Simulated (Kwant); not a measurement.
System: six-terminal Hall bar in a GaAs two-dimensional gas. Effective mass 0.067 mₑ, grid spacing 3.8 nm, hard walls, nominal width 100 nm (27 grid rows, so walls 106.4 nm apart), one parabolic valley, scattering region 260 nm long along x; energies count from the band bottom; Fermi energy 0.0274 eV. Four side probes 50 nm wide, two on each edge; current runs along x; the sign of the Hall resistance is a convention. Perpendicular field swept from 1.3215 to 26.958 T, also in the leads; orbital effect alone.

Constants are typed, rounded textbook-type inputs, not results; the design itself was drawn at random and stands for no fabricated device.

Kwant, effective-mass tight-binding model on a square grid, one spin, coherent transport at 0 K. Resistances are in h/e².

Sweep values stay those of the base run.

The Fermi energy was swept, all else fixed.

```csv
Fermi energy (eV),mean Hall resistance (h/e²) over the sweep
0.014,0.83
0.019,0.81
0.023,0.80
0.0274,[?]
0.033,0.68
```

Task: Some entries are withheld; supply them.

Result: 
- 0.0274, mean Hall resistance (h/e²) over the sweep: 0.75
